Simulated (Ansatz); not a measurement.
# Bi4Ge3O12 (I-43d, No. 220)

The numbers are results of PBEsol-D3(BJ) in Ansatz (PAW), not measurements.

Run with plane-wave cutoff 520 eV, 6×6×6 k mesh, Fermi–Dirac smearing 0.01 eV, scalar-relativistic PAW data made under PBE.

Cell (relaxed at this level):

Space group I-43d (No. 220); a = b = c = 10.386 Å, α = β = γ = 90.00°

| atom | site | symmetry | x | y | z |
|---|---|---|---|---|---|
| Ge | 12a | -4.. | 0.0000 | 0.2500 | 0.3750 |
| Bi | 16c | .3. | 0.0826 | 0.0826 | 0.0826 |
| O | 48e | 1 | 0.0750 | 0.1240 | 0.2902 |
(The calculation used a cell of 38 atoms; values per cell refer to that cell.)

bulk modulus B0: 62.4 GPa
band gap: 3.63 eV
smallest direct gap on the k points sampled: 3.66 eV
direct gap at Γ: 4.00 eV
pressure derivative B′ of the bulk modulus: 4.8

Spin–orbit coupling is not included; with these elements it can move the gap by several tenths of an eV or more.

The computed numbers hold no vibrational or temperature effects.

The result took very roughly 100 core-minutes.

Ansatz is a program for electronic structure.
